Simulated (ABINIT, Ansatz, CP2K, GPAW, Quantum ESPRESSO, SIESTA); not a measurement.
# One structure in several programs: AgCl (Fm-3m, 2 atoms in the cell)

Self-consistent single point, at a second geometry (lattice scaled by 0.98). First geometry:

```yaml
crystal:
  lattice:
    - [0.00000, 2.77500, 2.77500]
    - [2.77500, 0.00000, 2.77500]
    - [2.77500, 2.77500, 0.00000]
  atoms:
    - { symbol: Ag, position: [0.00000, 0.00000, 0.00000] }
    - { symbol: Cl, position: [0.50000, 0.50000, 0.50000] }
```

Shared settings, as Ansatz (a quantum-chemistry and plane-wave program) writes them: kpoints.mp_grid.grid = 8 8 8; scf.occupations.method = fermi_dirac; scf.occupations.width = 0.01 eV. Potentials and cutoffs stand in the table.

```tsv
code	model	ΔF from the first geometry (meV/atom)	pressure (GPa)	gap on the mesh (eV)	cutoff
SIESTA	GGA PBE, numerical atomic orbitals DZP, PseudoDojo PBE standard norm-conserving potentials (rewritten from UPF to PSML)	18.9	4.60	1.203	grid 350 Ry
Quantum ESPRESSO	PBE, SSSP 1.1.2 efficiency (PBE) pseudopotentials	24.3	4.95	0.967	60 Ry
Ansatz	PBE, default PAW files	24.8	4.98	0.905	default
GPAW	PBE, GPAW PAW datasets PBE (gpaw-data 1.0.1)	25.8	5.03	0.880	550 eV
CP2K	PBE, GPW, DZVP-MOLOPT-SR-GTH basis, GTH-PBE potentials (GTH_POTENTIALS)	30.3	5.76	0.875	grid 500 Ry
ABINIT	PBE, norm-conserving pseudopotentials (PseudoDojo nc-sr-05 PBE standard)	24.8	4.94	0.906	41 Ha
```

Gaps are read on the mesh.

The spread over the programs that give each value: ΔF from the first geometry within 11.4 meV/atom; pressure within 1.16 GPa; gap on the mesh within 0.328 eV.

SIESTA and CP2K use small atom-centred bases, whose incompleteness enters pressures, forces and empty levels differently from a plane-wave cutoff. Ansatz's pressure is given at a fixed set of plane waves, as the other plane-wave codes print theirs; with its correction for the finite basis it is 5.03 GPa. In the gap, SIESTA (by 0.298) lies more than 0.12 eV from the median of the plane-wave programs.

The starting cell has typed, rounded lattice constants, without a prior relaxation at this level. For this run, on top of that: lattice scaled by 0.98.

Left out of this page: FLEUR (with a known weakness of the program).

Keys are those of Ansatz 0.2.
